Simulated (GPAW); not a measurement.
GPAW is run on RbZrCu3Se4 (P-43m, 9 atoms in the cell), and the run fails. The aim is a self-consistent single point with DFT LDA (Perdew-Wang 92), plane waves, GPAW PAW datasets LDA (gpaw-data 1.0.1).

Cell that was meant: a = 6.3489 Å, b = 6.3489 Å, c = 6.3489 Å, α = 90.00°, β = 90.00°, γ = 90.00°.

Part of the input:

```python

calc = GPAW(mode=PW(800),
            xc='LDA',
            setups={'Se': 'hard'},
            kpts=(5, 5, 5),
            occupations={'name': 'methfessel-paxton', 'width': 0.01, 'order': 0},
            nbands=-8,
```

The program printed (abridged):

```
Input parameters:
  convergence: {bands: -6}
  kpts: [5 5 5]
  maxiter: 150
  mode: {ecut: 800.0,
         name: pw}
  nbands: -8
  occupations: {name: methfessel-paxton,
                order: 0,
                width: 0.01}
  setups: {Se: hard}
  symmetry: {symmorphic: False,
             tolerance: 0.0005}

Traceback (most recent call last):
   [... frames left out ...]
FileNotFoundError: Could not find required PAW dataset file "Se.hard.LDA".

You need to set the GPAW_SETUP_PATH environment variable to point to
the directories where PAW dataset and basis files are stored.  See
https://gpaw.readthedocs.io/install.html#install-paw-datasets
for details.
```

Question: From the messages shown, name the fault and mend the input.

Answer: The fault is a potential or basis that cannot be found. The input names a file or set that is not where the program looks, or that does not exist under that name. To fix it, correct the name or place the file. The program stopped before any SCF iteration.

An input that runs soundly differs in these lines (not the only fix; some lines may just follow from the change or write a value another way):
```diff
-            setups={'Se': 'hard'},
```

With that input, the run converged in 27 iterations: free energy E − TS (from the program's reference atoms) -44.4503 eV; top of the valence band (on the code's own zero) 2.74 eV; gap on the k-point mesh 0.83 eV; pressure -4.79 GPa; largest force (vector length) 0.712 eV/Å (DFT LDA (Perdew-Wang 92), plane waves, GPAW PAW datasets LDA (gpaw-data 1.0.1)).

On the sound input: the starting cell comes from a database of computed structures (which also holds hypothetical and non-ambient phases and stackings), without a prior relaxation at this level. With a pressure of about -5 GPa the cell is away from its equilibrium volume at this level.
